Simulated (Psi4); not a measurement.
Psi4 1.11, TPSS/def2-svp: La(F)(OMe)2 (C[O][La]([F])[O]C), 12 atoms. The geometry is a generated start, not checked to be a minimum at this level.

```
Property                                             Result
--------------------------  -------------------------------
task                                                 energy
method                                                 tpss
basis                                              def2-svp
memory                                                 3 GB
maxiter                                                 100
keys of the molecule block                      symmetry c1
scf_type                                       df (default)
diis_max_vecs                                  10 (default)
e_convergence                               1e-06 (default)
d_convergence                               1e-06 (default)
dft_radial_points                              75 (default)
dft_spherical_points                          302 (default)
effective core potentials   those of the basis set, past Kr
basis functions                                         132
grid points                                          258350
```

```xyz
12

La     0.4944     0.5680     0.5353
F      0.7491     2.4898     1.1389
O     -0.9332     0.4038    -0.7933
C     -1.5679     1.6076    -1.1013
H     -0.9178     2.4777    -0.8452
H     -1.7796     1.6451    -2.1829
H     -2.5253     1.6956    -0.5619
O      1.5465    -0.9449     1.2361
C      1.2791    -2.2180     0.7445
H      1.1077    -2.1916    -0.3569
H      2.1469    -2.8713     0.9374
H      0.4002    -2.6617     1.2492
```

Charge 0 and multiplicity 1 are set for this test and not shown to be the ground state.

With the defaults (diis = true, scf_initial_accelerator = adiis, damping_percentage = 0, guess = auto, which took SAD, diis_start = 1) it converges in 10 SCF iterations. One run each on 2 threads, with these changes:
- guess = core
- damping_percentage = 20
- guess = sadno
- guess = gwh
- diis_start = 4
- diis = false, scf_initial_accelerator = none, damping_percentage = 60
- guess = modhuckel
- guess = huckel
- scf_initial_accelerator = ediis

**Question.** Which runs fail or end elsewhere than the default run?

**Answer.** No convergence: diis = false, scf_initial_accelerator = none, damping_percentage = 60 (the run ends without SCF convergence in 100 iterations). The rest reach the solution of the defaults.

```csv
setting,SCF iterations,end
the defaults,10,same solution
scf_initial_accelerator = ediis,10,same solution
guess = modhuckel,11,same solution
guess = sadno,11,same solution
guess = huckel,12,same solution
guess = core,14,same solution
guess = gwh,17,same solution
diis_start = 4,17,same solution
damping_percentage = 20,23,same solution
"diis = false, scf_initial_accelerator = none, damping_percentage = 60",100,no convergence
```

1 further run of the study ended by our limits or in an error and is left out.
